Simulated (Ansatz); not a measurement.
Start from InSe in the beta-GaS type structure (space group P6_3/mmc, No. 194; a = 4.032 Å, c = 16.763 Å; layered, stacked along the Cartesian z axis).

The same geometry is solved again with PBE+SOC.

Levels (all Ansatz, an electronic-structure program, PAW, earlier PAW set): PBE+SOC (420 eV, noncollinear with spin-orbit coupling); PBE-D3(BJ) (420 eV, no spin-orbit coupling).

Base, band edges from the VBM (valence, conduction): K -1.68, 1.51; H -1.53, 1.76; M -1.35, 1.12; L -1.71, 1.47; A -0.91, 1.23; Γ 0.00, 0.37 eV.

**Question.** Give the band edges at the high-symmetry points of the new zone, measured from its valence-band maximum.

**Answer.** 
```csv
point,valence edge (eV),conduction edge (eV)
Γ,0.00,0.34
M,-1.36,1.10
K,-1.66,1.48
A,-0.89,1.20
L,-1.71,1.43
H,-1.51,1.72
```

The gap is 0.34 eV, direct at Γ.

Single points use the geometry relaxed with PBE-D3(BJ). Differences between runs with and without spin-orbit coupling are approximate. No phonon test of stability was made.
